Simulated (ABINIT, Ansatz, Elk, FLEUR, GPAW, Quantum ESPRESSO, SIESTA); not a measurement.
**One structure in several programs: LiCl (Fm-3m, 2 atoms in the cell)**

Self-consistent single point.

```yaml
crystal:
  lattice:
    - [0.00000, 2.48035, 2.48035]
    - [2.48035, 0.00000, 2.48035]
    - [2.48035, 2.48035, 0.00000]
  atoms:
    - { symbol: Li, position: [0.00000, 0.00000, 0.00000] }
    - { symbol: Cl, position: [0.50000, 0.50000, 0.50000] }
```

Shared settings, as Ansatz (a first-principles code) writes them: kpoints.mp_grid.grid = 4 4 4; scf.occupations.method = fermi_dirac; scf.occupations.width = 0.02 eV. Potentials and cutoffs stand in the table.

| code | model | pressure (GPa) | gap on the mesh (eV) | cutoff |
|---|---|---|---|---|
| FLEUR | PBE, all-electron FLAPW (FLEUR), scalar-relativistic valence | – | 6.836 | Kmax 4 1/bohr |
| GPAW | PBE, GPAW PAW datasets PBE (gpaw-data 1.0.1) | 4.96 | 6.831 | 600 eV |
| SIESTA | GGA PBE, numerical atomic orbitals DZP, PseudoDojo PBE standard norm-conserving potentials (rewritten from UPF to PSML) | 4.60 | 7.100 | grid 350 Ry |
| Elk | PBE, all-electron FP-LAPW, Elk's shipped species files, default APW+lo basis | – | 6.766 | default |
| Ansatz | PBE, PAW files | 4.74 | 6.835 | default |
| Quantum ESPRESSO | PBE, PseudoDojo standard norm-conserving (PBE) pseudopotentials | 4.73 | 6.837 | 75 Ry |
| ABINIT | PBE, PAW (JTH v2.0 PBE PAW) | 4.77 | 6.828 | 26 Ha |

A dash marks a value that a program does not give, or that is left out as unsure.

Gaps are read on the mesh.

The spread over the programs that give each value: pressure within 0.36 GPa; gap on the mesh within 0.334 eV.

SIESTA uses small atom-centred bases, whose incompleteness enters pressures, forces and empty levels differently from a plane-wave cutoff. FLEUR and Elk treat all electrons, but the usual bases taken here (sphere radii, linearisation, local orbitals, empty states) were not tested for convergence, so the values are no reference for the others. Ansatz's pressure is given at a fixed set of plane waves, as the other plane-wave codes print theirs. In the gap, SIESTA (by 0.267) lies more than 0.12 eV from the median of the plane-wave programs.

On the base mesh (11 11 11) the same programs gave: Ansatz pressure 4.57 GPa, gap on the mesh 6.868 eV; Quantum ESPRESSO pressure 4.56 GPa, gap on the mesh 6.870 eV; ABINIT pressure 4.60 GPa, gap on the mesh 6.861 eV; GPAW pressure 4.79 GPa, gap on the mesh 6.863 eV; Elk gap on the mesh 6.795 eV; FLEUR gap on the mesh 6.870 eV; SIESTA pressure 4.52 GPa, gap on the mesh 7.124 eV.

The starting cell comes from a database of computed structures (which also holds hypothetical and non-ambient phases and stackings), without a prior relaxation at this level. Its lattice was rescaled by a random factor within 2.5 % of one.

Left out of this page: CP2K (on another mesh).

Keys are those of Ansatz 0.2.
